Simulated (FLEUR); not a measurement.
# Equation of state of wurtzite CdSe (space group 186): energy against volume (FLEUR, LDA)

```xyz
4
Lattice="4.1328 0.0000 0.0000 -2.0664 3.5791 0.0000 0.0000 0.0000 6.7374" Properties=species:S:1:pos:R:3 pbc="T T T"
Cd     0.0000     2.3861     0.0000
Cd     2.0664     1.1930     3.3687
Se     0.0000     2.3861     2.5332
Se     2.0664     1.1930     5.9019
```

Method: LDA (Perdew-Zunger), all-electron FLAPW (FLEUR), scalar-relativistic valence (FLEUR). Settings: Kmax = 3.99 1/bohr; GmaxXC = 14 1/bohr; xcFunctional = pz; jspins = 1; l_soc = F; mode = hist; fermiSmearingEnergy = 0.00036749 Htr; mesh (inpgen div1-3) = 9 9 5; inpgen gamma flag = false; Gmax = 14 1/bohr; numbands = 0; maxIterBroyd = 15; imix = Anderson; alpha = 0.05; precondParam = 0; minDistance = 1e-05 me/bohr^3. The cell above is the first row's. The rows scale it uniformly. In all rows fractional positions and the k mesh are held. E is the free energy at the stated smearing, counted from the lowest row.

| V (Å^3/atom) | E (meV/atom) |
|---|---|
| 24.914 | 43.65 |
| 25.455 | 24.85 |
| 25.997 | 11.65 |
| 26.539 | 3.54 |
| 27.080 | 0.00 |
| 27.622 | 0.41 |
| 28.163 | 4.51 |
| 28.705 | 11.86 |
| 29.247 | ? |

Taking the third-order Birch-Murnaghan form, a cubic in V^(-2/3) for E over the 8 complete rows: With u = V^(-2/3) - 0.112, the rows have u = 0.005230, 0.003563, 0.001951, 0.000394, -0.001108, -0.002563, -0.003969, -0.005333. Least squares gives E = 2.206 + 3039.9·u + 921719·u² + 2331545·u³. Residuals (row less fit): 0.000, 0.006, -0.013, -0.007, 0.034, -0.020, -0.005, 0.005; standard error 0.021 (degrees of freedom: 4). Its minimum lies at u = -0.001659, so V0 = (0.110341)^(-3/2) = 27.28. There d²E/du² = 1820000 and d³E/du³ = 1.399e7, so B0 = (4/9) × 27.28^(-7/3) × 1820000 × 0.160218 = 57.8 GPa (the last factor turns the table's units into GPa), and B0' = 4 + (2/3) × 0.110341 × (1.399e7)/1820000 = 4.6.

Q: Predict the withheld E at V = 29.247 from the fit, and compare with the calculation.

A: u = -0.006655, so E = 2.206 + 3039.9 × (-0.006655) + 921719 × (-0.006655)² + 2331545 × (-0.006655)³ = 22.110 meV/atom. The calculation gives 22.07 meV/atom, 0.040 meV/atom below the prediction (0.1 % of the range of E in the table). The row lies outside the fitted rows, so this is an extrapolation. From the scatter of the fitted rows alone, a prediction at this place has a standard error of 0.052 meV/atom, so the miss is 0.8 times that.

Carrying the step between the two nearest rows on in a straight line would have given 19.21, off by 2.86; series whose last step already gives the withheld value aren't shown. The scan was laid around a cell of about the measured size, scaled by a guess for this functional; axis ratios and inner coordinates come from that cell. The runs keep the symmetry of the cell, so they don't test it for distortions. Values depend on the basis (sphere radii, cutoffs, local orbitals), which need not be converged. The shape of the cell and the inner coordinates aren't relaxed, so V0 and B0 belong to this uniform scaling; a relaxed crystal lies no higher in energy and is usually softer. Cutoffs and mesh are single choices, not tested for convergence of this quantity. Series with a scatter that would blur these digits, or in which a gap closes, are not shown. Nor are scans whose minimum lies at an end fitted in this form.
